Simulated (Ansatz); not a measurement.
SbP in the rock salt structure (space group Fm-3m, No. 225; a hypothetical phase, not in the database extracts checked)

```xyz
2
Lattice="0.0000 2.8003 2.8003 2.8003 0.0000 2.8003 2.8003 2.8003 0.0000" Properties=species:S:1:pos:R:3 pbc="T T T"
P      0.0000     0.0000     0.0000
Sb     2.8003     2.8003     2.8003
```

Computed with r2SCAN (Ansatz, a first-principles code, PAW, spin-orbit coupling left out). Γ-centred 14×14×14 mesh, Fermi–Dirac width 0.05 eV.

| Property | Value |
|---|---|
| Volume per atom | 21.96 Å³ |
| Density | 5.77 g/cm³ |
| Band gap | zero |
| Total energy | -3628.983 eV/atom (σ→0; compares only within this code and set-up) |

Whether these cells are dynamically stable was not tested. The final runs are not spin-polarised.
